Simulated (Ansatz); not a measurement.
Abridged Ansatz (a quantum-chemistry and plane-wave program) output:

```
Relaxation: its limit of steps is 50 (relax.max_steps)
Pseudopotential: Mg, paw, valence charge 10
Pseudopotential: B, paw, valence charge 3
Crystal: 3 atoms, lattice volume = 30.178 Å³
Basis set: ecut = 420 eV, 563 PW (Γ), exchange–correlation on 48×48×48 points (8 copies of the dense FFT grid, shifted against one another)
Bands: 12, of which v1, the nominal top of the filled ones, is band 8 counted from 1 (7 counted from 0)
Symmetry: 24 space group operations
k-points: 468 of 8228
Functional: x = pbesol(κ = 0.804, μ = 0.12345679012345678), c = pbesol(β = 0.046)
SCF iter   1: F=—  HF=-2217.755536 eV  |F-HF|=—  |Δ(HF+E_count)|=         —  Δρ=3.90e-3  dr2=6.31e-3  ethr=1.77e-3  ⟨swp⟩=5.0  Hψ=29407  notcnv=0
SCF iter   2: F=—  HF=-2217.754593 eV  |F-HF|=—  |Δ(HF+E_count)|=   9.43e-4  Δρ=2.18e-3  dr2=2.28e-3  ethr=3.94e-5  ⟨swp⟩=1.9  Hψ=10251  notcnv=0
SCF 1 converged in 7 iterations: F = -2217.753923 eV  dr2 = 4.15e-12
relax step   1: F+E_penalty+E_count = -2217.75392257 eV  Δ(F+E_penalty+E_count) = +0.000e0 eV  max|allowed force component| = 1.727e-16 eV/Å  Δτ_max = 0.0000 Å  (7 SCF iters, accepted)
SCF converged after 7 iterations
Free energy (F): -2217.753923 eV
Internal energy: -2217.730371 eV  (E = F + TS)
E sigma→0 (E₀):  -2217.742147 eV
Entropy (-TS):   -0.023551 eV (-7.850 meV/atom)
Fermi energy:    8.725208 eV
--- Forces (eV/Å), atoms counted from 1 ---
  atom   1  Mg     0.00000000     0.00000000     0.00000000
  atom   2  B     -0.00000000     0.00000000     0.00000000
  atom   3  B      0.00000000    -0.00000000     0.00000000
--- Stress (GPa, compression-positive) ---
       -9.464880       0.000000       0.000000
        0.000000      -9.464880       0.000000
        0.000000       0.000000      -6.010924
  P = ⅓ Tr σ = -8.3136 GPa (-83.136 kbar)
--- Relaxed structure (1 steps of the walk, 1 accepted, 0 SCFs on fresh bases) ---
  atoms:
    - { symbol: Mg, position: [0.0, 0.0, 0.0] }
    - { symbol: B, position: [0.6666666666666666, 0.3333333333333333, 0.49999999999999994] }
    - { symbol: B, position: [0.33333333333333326, 0.6666666666666666, 0.49999999999999994] }
```

### Question
What was computed, and what are the main results?

### Answer
MgB2, 3 atoms in the cell, with PBEsol (Ansatz; PAW; 420 eV plane waves; spin-orbit coupling left out). The last SCF converged to F = -2217.753923 eV, or -739.2513 eV per atom, at a pressure of -8.31 GPa. The total energy compares only with runs of the same code, potentials and settings.

The cells carry an imposed strain or load. Stability against distortions was not tested. The final runs are not spin-polarised. The cell was made from MgB2 (space group P6/mmm, No. 191) by this change: isotropic strain +2.00 %.

Keys are those of Ansatz 0.2.
